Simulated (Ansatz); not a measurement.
Start from W (space group Pm-3n, No. 223; a = 5.0330 Å).

Modification: cell and atoms relaxed at a pressure of 10 GPa.

Levels (all Ansatz, a program for electronic structure, PAW): PBEsol (420 eV, scalar-relativistic without spin-orbit coupling); PBEsol+SOC (420 eV, spin-orbit coupling included).

The geometry is relaxed with PBEsol.

```
Quantity            Value
---------------  --------
PBEsol pressure  10.0 GPa
```

What does PBEsol+SOC give at this geometry for the pressure?

The pressure increases by 0.3 GPa, from 10.0 GPa to 10.3 GPa.

Single points use the geometry relaxed with PBEsol. Differences between runs with and without spin-orbit coupling are approximate. Load acts through the strain it causes; cell and atoms are relaxed under it. No phonon test of stability was made. No other phases were tried under pressure. The runs without spin-orbit coupling are not spin-polarised. This is not the structure that W has at room temperature and ambient pressure.
